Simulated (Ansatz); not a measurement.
TiCo₃ (Pm-3m, No. 221, 4 atoms in the cell; start COD 1532632) was calculated with r²SCAN (Ansatz, a first-principles code, PAW).

Numerical settings: plane-wave cutoff 560 eV, 16×16×16 k mesh, Fermi–Dirac smearing 0.05 eV, spin-polarised with parallel moments, scalar-relativistic PAW data made under PBE.

Cell (relaxed at this level):

```cif
data_Co3Ti
_chemical_formula_sum 'Co3 Ti1'
_space_group_name_H-M_alt 'P 1'
_space_group_IT_number 1
_cell_length_a 3.58701
_cell_length_b 3.58701
_cell_length_c 3.58701
_cell_angle_alpha 90.000
_cell_angle_beta 90.000
_cell_angle_gamma 90.000
loop_
_space_group_symop_operation_xyz
  'x, y, z'
loop_
_atom_site_label
_atom_site_type_symbol
_atom_site_fract_x
_atom_site_fract_y
_atom_site_fract_z
_atom_site_occupancy
Co1 Co 0.00000 0.50000 0.50000 1
Co2 Co 0.50000 0.00000 0.50000 1
Co3 Co 0.50000 0.50000 0.00000 1
Ti1 Ti 0.00000 0.00000 0.00000 1
```
Starting moments (μB, in the order of the record's atoms Co Co Co Ti): 3.0 3.0 3.0 0.0.

Task: What does this level give for the bulk modulus?

Result: 
- bulk modulus = 202 GPa

The run finds no gap.

Note: the magnetic order was assumed, not searched for or taken from measurement; the bulk modulus is −V dP/dV from two relaxed cells at ±2 % in volume; the relaxation could not lower the start's symmetry, so the cell can be a saddle point above a distorted one.

The computed numbers hold no vibrational or temperature effects.

The result took very roughly 16 core-minutes.
